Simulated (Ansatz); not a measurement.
The starting structures come from a database of crystals and need not be the phases stable at ambient conditions.

 Where the default PAW files enter, the runs use the earlier of Ansatz's two default sets.

By LDA and PBEsol, the system below comes out a metal.

Input:

```yaml
crystal:
  lattice:
    - [2.72327, 0.00000, 0.00000]
    - [-0.90776, 2.56752, 0.00000]
    - [0.90776, 1.28376, 2.22354]
  atoms:
    - { symbol: Pd, position: [0.00000, 0.00000, 0.00000] }
```

Space group of this cell: Im-3m, bcc (W type). The cell is taken as given; by PBEsol its mean pressure is -10.0 GPa.

The current runs along the normal of the first two printed vectors, the (110) plane. All runs by Ansatz (a first-principles code), plane waves and PAW, without spin-orbit coupling; the base is PBEsol.

```
run                                                      mean pressure (GPa)  G/A, both spins (10¹⁵ S/m²)
-------------------------------------------------------  -------------------  ---------------------------
base                                                                   -10.0                         1.60
all lengths scaled by 0.98                                               0.4                            …
all lengths scaled by 1.02                                             -17.0                         1.53
lda in place of pbesol                                                 -15.3                         1.60
lengths across the current scaled by 0.98, ions clamped                 -3.4                            …
lengths across the current scaled by 1.02, ions clamped                -14.9                            …
lengths along the current scaled by 0.97, ions clamped                  -5.0                         1.65
lengths along the current scaled by 1.03, ions clamped                 -13.7                         1.52
```

Task: Complete the blanks.

Result: 
- all lengths scaled by 0.98, G/A, both spins (10¹⁵ S/m²): 1.67
- lengths across the current scaled by 0.98, ions clamped, G/A, both spins (10¹⁵ S/m²): 1.61
- lengths across the current scaled by 1.02, ions clamped, G/A, both spins (10¹⁵ S/m²): 1.57
